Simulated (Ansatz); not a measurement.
Consider BAs in the zinc blende structure (space group F-43m, No. 216; a = 4.768 Å).

The change: a hydrostatic pressure of 2.1 GPa.

Levels (all Ansatz, an electronic-structure program, PAW): PBEsol (420 eV, no SOC); r2SCAN (500 eV, spin-orbit coupling left out).

The geometry is relaxed with PBEsol.

- PBEsol electron mass: 1.1 mₑ along k, 0.21 mₑ across (off the special points)
- PBEsol pressure: 2.10 GPa
- PBEsol lowest conduction level above the VBM at special points: X 1.30 eV; U 1.94 eV; K 1.94 eV; L 2.77 eV
- PBEsol gap character: indirect, Γ → Γ–X (82 % along)

With r2SCAN at the same geometry, the electron mass goes from 1.1 mₑ along k, 0.21 mₑ across (off the special points) to 1.0 mₑ along k, 0.21 mₑ across (off the special points); the pressure increases by 1.54 GPa to 3.64 GPa; the lowest conduction level above the VBM at special points changes from X 1.30 eV; U 1.94 eV; K 1.94 eV; L 2.77 eV to X 1.58 eV; U 2.27 eV; K 2.27 eV; L 3.09 eV; the gap character remains indirect, Γ → Γ–X (82 % along).

Single points use the geometry relaxed with PBEsol. Their cutoffs differ, which shifts pressures a little. Load acts through the strain it causes; cell and atoms are relaxed under it. Masses are band curvatures over ±0.01 Å⁻¹ around the edge. Along k means along the line from Γ to the band edge. Whether these cells are dynamically stable was not tested.
